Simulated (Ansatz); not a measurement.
The reference is GaN in the wurtzite structure (space group P6_3mc, No. 186).

```yaml
crystal:
  lattice:
    - [3.18258, 0.00000, 0.00000]
    - [-1.59129, 2.75619, 0.00000]
    - [0.00000, 0.00000, 5.18543]
  atoms:
    - { symbol: Ga, position: [0.33333, 0.66667, 0.00019] }
    - { symbol: Ga, position: [0.66667, 0.33333, 0.50019] }
    - { symbol: N, position: [0.33333, 0.66667, 0.37681] }
    - { symbol: N, position: [0.66667, 0.33333, 0.87681] }
```

Cartesian axes are those of the cell as printed.

Level of theory: PBEsol/PAW in Ansatz (a program for electronic structure), scalar-relativistic without spin-orbit coupling.

Modification: the cell is compressed by 3.00 % along x with no lateral relaxation, atoms relaxed at fixed cell.

Predict the stress tensor and what it implies for the stiffness.

Stress of the strained cell less that of the base (GPa, compression positive):
```
  11.04    0.00    0.00
   0.00    4.20    0.00
   0.00    0.00    2.98
```

Then −Δσ_ii/ε with ε = -0.0300 gives secant stiffness values (nonlinear terms included at this strain): C11 ≈ 368 GPa, C12 ≈ 140 GPa and C13 ≈ 99 GPa.

As a check, the harmonic strain energy −½ V₀ Δσ:ε is 12 meV/atom; the computed energy rise is 11 meV/atom.

Stability against distortions was not tested.
